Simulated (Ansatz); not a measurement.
# InAs under a change: In → Ag

Base system: InAs in the zinc blende structure (space group F-43m, No. 216; a = 6.087 Å).

The change: every In is replaced by Ag; the structure is relaxed again.

Calculations: Ansatz (an electronic-structure program) PBEsol, no SOC. k-mesh 14×14×14 (Γ-centred); smearing 0.05 eV (Fermi–Dirac), for the changed cell.

```tsv
quantity	base	changed	shift
volume per atom	28.19 Å³	23.91 Å³	-4.28 Å³
density	5.59 g/cm³	6.35 g/cm³	+0.76 g/cm³
lattice parameter a	6.087 Å	5.762 Å	-0.325 Å
space group	F-43m (No. 216)	F-43m (No. 216)	–
band gap	zero	zero	–
```

Final structure:

```xyz
2
Lattice="0.0000 2.8810 2.8810 2.8810 0.0000 2.8810 2.8810 2.8810 0.0000" Properties=species:S:1:pos:R:3 pbc="T T T"
As     4.3215     4.3215     4.3215
Ag     0.0000     0.0000     0.0000
```

Whether these cells are dynamically stable was not tested. As relaxed here, AgAs is a hypothetical phase, not in the database extracts checked. The final runs are not spin-polarised. A zero or small gap of InAs can be the functional's error rather than a property of the material.
